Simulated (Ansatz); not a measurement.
Al2Au, response to strain

Consider Al₂Au (space group Fm-3m, No. 225; a = 6.003 Å; relaxed with 0.1 eV smearing). Axes: x, y, z lie along the cube axes.

Strains are applied to the cell and any free atomic positions relax; under biaxial strain the out-of-plane vector relaxes too.

Level of theory: PBEsol (Ansatz, a quantum-chemistry and plane-wave program), no SOC.

Notes on the quantities. energy relative to the base: free energy F.

```csv
change,out-of-plane strain,energy relative to the base
base,–,0 meV/atom
"biaxial strain −3.00 %, plane normal [001], relaxed out of plane",[?],[?]
"biaxial strain −2.50 %, plane normal [001], relaxed out of plane",+3.40 %,+8.9 meV/atom
"biaxial strain −2.00 %, plane normal [001], relaxed out of plane",+2.67 %,+5.7 meV/atom
"biaxial strain −0.50 %, plane normal [001], relaxed out of plane",+0.63 %,+0.4 meV/atom
"biaxial strain +0.50 %, plane normal [001], relaxed out of plane",-0.61 %,+0.4 meV/atom
"biaxial strain +1.00 %, plane normal [001], relaxed out of plane",-1.19 %,+1.5 meV/atom
"biaxial strain +2.00 %, plane normal [001], relaxed out of plane",-2.30 %,+6.0 meV/atom
"biaxial strain +2.50 %, plane normal [001], relaxed out of plane",-2.82 %,+9.4 meV/atom
"biaxial strain +3.00 %, plane normal [001], relaxed out of plane",-3.32 %,+14 meV/atom
```

Question: Complete the table.

Answer: 
- biaxial strain −3.00 %, plane normal [001], relaxed out of plane, out-of-plane strain: +4.13 %
- biaxial strain −3.00 %, plane normal [001], relaxed out of plane, energy relative to the base: +13 meV/atom

Whether these cells are dynamically stable was not tested.
